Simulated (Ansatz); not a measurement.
MgCdTe2 (R3m, No. 160, 4 atoms in the cell; start mp-1222019) was calculated with dielectric-dependent PBEsol hybrid in Ansatz (PAW).

Output (set-up and result lines):

```
WARN output.stress: scf.exx.energy_threshold = 1e-6 eV is looser than the 4e-8 eV advised for a stress under a hybrid functional (1e-8 eV for each atom of the …
Crystal: 4 atoms, lattice volume = 135.025 Å³
Basis set: ecut = 460 eV, 2967 PW (Γ), FFT grids on a1−a3, a2−a3, a3, exchange–correlation on 72×72×120 points (8 copies of the dense FFT grid, shifted against one another)
Bands: 38, of which v1, the nominal top of the filled ones, is band 31 counted from 1 (30 counted from 0)
Symmetry: 6 space group operations
Space group: R3m (ITA 160), of the structure as read, at distance tolerance 5.1e-5 Å
k-points: 32 of 216 (time reversal used)
Initial density: superposition of atomic densities (chi_scale 0.1, normalization cell, long waves kept (reshape's long-wave potential 0.02 eV rms))
SCF iter   1: F=—  HF=-23901.822177 eV  |F-HF|=—  |Δ(HF+E_count)|=         —  Δρ=2.38e-2  dr2=6.66e-1
SCF iter   2: F=—  HF=-23901.789044 eV  |F-HF|=—  |Δ(HF+E_count)|=   3.31e-2  Δρ=9.88e-3  dr2=1.66e-1
  ...
Crystal: 4 atoms, lattice volume = 135.025 Å³
Initial density: handed on by an earlier stage of this run
Functional: x = 0.8578968001238916 pbesol(κ = 0.804, μ = 0.12345679012345678) + 0.14210319987610848 exact, c = pbesol(β = 0.046)
Crystal: 4 atoms, lattice volume = 135.025 Å³
SCF iter   4: F=—  HF=-23946.471390 eV  |F-HF|=—  |Δ(HF+E_count)|=   3.69e-8  Δρ=8.67e-7  dr2=8.34e-10
SCF iter   5: F=-23946.471390 eV  HF=-23946.471390 eV  |F-HF|=3.64e-11  |Δ(HF+E_count)|=  3.82e-10  Δρ=2.17e-7  dr2=6.17e-11
SCF 3 converged in 5 iterations: F = -23946.471390 eV  dr2 = 6.17e-11
Free energy (F): -23946.471390 eV
Internal energy: -23946.471390 eV  (E = F + TS)
E sigma→0 (E₀):  -23946.471390 eV
Fermi energy:    6.454117 eV
--- Stress (GPa, compression-positive) ---
       -0.233583       0.000000       0.000000
        0.000000      -0.233583      -0.000000
        0.000000      -0.000000      -0.255121
  P = ⅓ Tr σ = -0.2408 GPa (-2.408 kbar)
```

Question: Write an input file that could have produced this run (the log leaves some choices open).

Answer: One answer among several that fit: 
Ansatz 0.2 input:
```yaml
crystal:
  lattice:
    - [2.2878275756, 1.3208778666, 7.4469144158]
    - [-2.2878275756, 1.3208778666, 7.4469144158]
    - [0.0, -2.6417557332, 7.4469144158]
  atoms:
    - { symbol: Mg, position: [0.5007699915, 0.5007699915, 0.5007699915] }
    - { symbol: Cd, position: [0.9995889408, 0.9995889408, 0.9995889408] }
    - { symbol: Te, position: [0.8738140778, 0.8738140778, 0.8738140778] }
    - { symbol: Te, position: [0.3758129899, 0.3758129899, 0.3758129899] }
  host: atoms
basis:
  ecutwfc: 460
  ecutrho_ratio: 4
  xc_grid: 2
kpoints:
  mp_grid: { grid: [6, 6, 6] }
hamiltonian:
  xc:
    exchange: pbesol
    correlation: pbesol
    exx: { coeff: inverse_dielectric }
  dispersion: none
  pseudopotentials: { azcp: { folder: ./paw }, kind: paw }
scf:
  occupations: { method: fermi_dirac, width: 0.01 }
  convergence: { dr2_threshold: 0.0000000004 }
output:
  forces: true
  stress: true
  eigenvalues: true
```

The PAW data were made under PBE.

Note: cell and atoms aren't relaxed at this level (pressure -0.2 GPa).

Cost on a shared machine: around 7 core-minutes (rough).

A start named mp-… is a Materials Project structure, which need not be a measured phase.

Ansatz is an electronic-structure program.
